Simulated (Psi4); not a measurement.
Psi4 1.11, BP86/def2-svp: Cr(S)2(F)(OMe) (C[O][Cr]([F])(=[S])=[S]), 9 atoms. The geometry is a generated start, not checked to be a minimum at this level.

```json
{
 "task": "energy",
 "method": "bp86",
 "basis": "def2-svp",
 "memory": "3 GB",
 "maxiter": "100",
 "keys_of_the_molecule_block": "symmetry c1",
 "scf_type": "df (default)",
 "e_convergence": "1e-06 (default)",
 "d_convergence": "1e-06 (default)",
 "dft_radial_points": "75 (default)",
 "dft_spherical_points": "302 (default)",
 "basis_functions": "124",
 "grid_points": "194463"
}
```

```xyz
9

Cr     0.3334     0.7224     1.1498
S      2.3942     0.9525     1.1125
S     -0.0096    -0.6717     2.6473
F     -0.2422     2.2005     1.8111
O     -0.1495     0.0572    -0.2852
C     -0.5101    -0.6649    -1.3877
H     -0.9391    -0.0073    -2.1515
H      0.3773    -1.1677    -1.7984
H     -1.2543    -1.4209    -1.0979
```

Charge 0 and multiplicity 1 are set for this test and not shown to be the ground state.

With the defaults (guess = auto, which took SAD, scf_initial_accelerator = adiis, diis_max_vecs = 10, diis_start = 1, diis = true, damping_percentage = 0, soscf = false, soscf_start_convergence = 0.01, level_shift = 0, level_shift_cutoff = 0.01) it converges in 17 SCF iterations. One run each on 2 threads, with these changes:
- soscf = true
- level_shift = 0.5, level_shift_cutoff = 0.001
- scf_initial_accelerator = none, diis = false, damping_percentage = 60
- scf_initial_accelerator = none
- soscf = true, soscf_start_convergence = 0.001
- guess = huckel
- diis_max_vecs = 3
- diis_start = 4
- damping_percentage = 20

### Question
Which of these changes keep the SCF from converging, or lead it to another solution?

### Answer
No convergence: guess = huckel; scf_initial_accelerator = none; diis_max_vecs = 3; diis_start = 4; scf_initial_accelerator = none, diis = false, damping_percentage = 60 (the run ends without SCF convergence in 100 iterations). The rest reach the solution of the defaults.

| setting | SCF iterations | JK calls | end |
|---|---|---|---|
| soscf = true, soscf_start_convergence = 0.001 | 15 | 36 | same solution |
| the defaults | 17 | 18 | same solution |
| soscf = true | 25 | 91 | same solution |
| level_shift = 0.5, level_shift_cutoff = 0.001 | 27 | 28 | same solution |
| damping_percentage = 20 | 35 | 36 | same solution |
| guess = huckel | 100 | 136 | no convergence |
| scf_initial_accelerator = none | 100 | 101 | no convergence |
| diis_max_vecs = 3 | 100 | 101 | no convergence |
| diis_start = 4 | 100 | 101 | no convergence |
| scf_initial_accelerator = none, diis = false, damping_percentage = 60 | 100 | 101 | no convergence |

An SOSCF iteration holds several JK calls; a Hückel guess adds calls on atoms. 2 further runs of the study ended by our limits or in an error and are left out.
